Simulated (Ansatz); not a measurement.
The parent structure is TiAl (space group P4/mmm, No. 123; a = 2.7961 Å, c = 4.0378 Å; relaxed with 0.1 eV smearing). Axes: x, y, z lie along a, b, c of the conventional cell.

Level of theory: Ansatz (a program for electronic structure) PBEsol, no spin-orbit coupling, earlier PAW set.

Base values:

| Item | Result |
|---|---|
| Pressure | 0.0 GPa |

It is then changed as follows: the cell is stretched by 3.81 % along y with no lateral relaxation; the atoms relax in the strained cell.

Q: How does this affect the energy relative to the base?

A: The energy increases by 13 meV/atom.

Q: Predict the new pressure.

A: The pressure (mean of the normal stresses, compression positive) goes from zero to -4.1 GPa.

Stability against distortions was not tested. The final runs are not spin-polarised.
